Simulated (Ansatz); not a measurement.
These are PBE (plane waves to 420 eV, PAW; Ansatz, an electronic-structure program) values and carry that method's errors.

Plane-averaged electrostatic potential energy along the normal, in eV from the highest filled level, for the (111)A surface of zinc-blende ZnS, Zn-terminated, 2x2 with 2 OH on 4 top atoms (bottom of the slab: 2 H on 4 bottom sites):

(z (Å), V (eV)): (4.24, 4.88); (4.52, 4.88); (4.80, 4.88); (5.08, 4.88); (5.37, 4.88); (5.65, 4.88); (5.93, 4.88); (6.21, 4.88); (6.50, 4.88); (6.78, 4.87); (7.06, 4.85); (7.34, 4.82); (7.63, 4.73); (7.91, 4.52); (8.19, 3.91); (8.47, 2.94); (8.75, 1.90); (9.04, -0.48); (9.32, -3.37); (9.60, -5.95); (9.88, -8.13); (10.17, -8.45); (10.45, -6.89); (10.73, -4.12); (11.01, -0.96); (11.30, 1.98); (11.58, 3.04); (11.86, 2.54); (12.14, -0.19); (12.43, -3.54); (12.71, -5.84); (12.99, -8.26); (13.27, -8.75); (13.56, -6.70); (13.84, -4.22); (14.12, -1.22); (14.40, 1.79); (14.69, 3.08); (14.97, 2.78); (15.25, 0.32); (15.53, -3.15); (15.81, -5.43); (16.10, -7.91); (16.38, -8.80); (16.66, -7.01); (16.94, -4.63); (17.23, -1.76); (17.51, 1.31); (17.79, 2.87); (18.07, 2.68); (18.36, 0.43); (18.64, -3.86); (18.92, -6.89); (19.20, -8.29); (19.49, -8.19); (19.77, -5.56); (20.05, -2.76); (20.33, -0.54); (20.62, 1.48); (20.90, 3.59); (21.18, 4.91); (21.46, 4.57); (21.75, 3.96); (22.03, 3.95); (22.31, 4.37); (22.59, 5.53); (22.88, 6.33); (23.16, 6.57); (23.44, 6.66); (23.72, 6.69); (24.00, 6.70); (24.29, 6.71); (24.57, 6.71); (24.85, 6.71); (25.13, 6.71); (25.42, 6.71); (25.70, 6.71); (25.98, 6.71); (26.26, 6.71); (26.55, 6.71); (26.83, 6.71)

Slab: 38 atoms, 14.1 Å thick at the start with caps and adatoms; k 3x3x1, smearing 0.025 eV, dipole-corrected; 8 atoms held, the rest relaxed; no symmetry held; no spin, no spin-orbit, no U. It is one candidate, not shown to be the stable structure of the face.

Question: The surface cell has an area of 51.33 Å². What dipole along the normal does the step between the two vacuum levels imply?

Answer: the top vacuum level lies 1.83 eV above the bottom one; p = −ε₀ A ΔV (ε₀ = 0.005526 e/(V·Å)) gives -0.52 e·Å a cell.
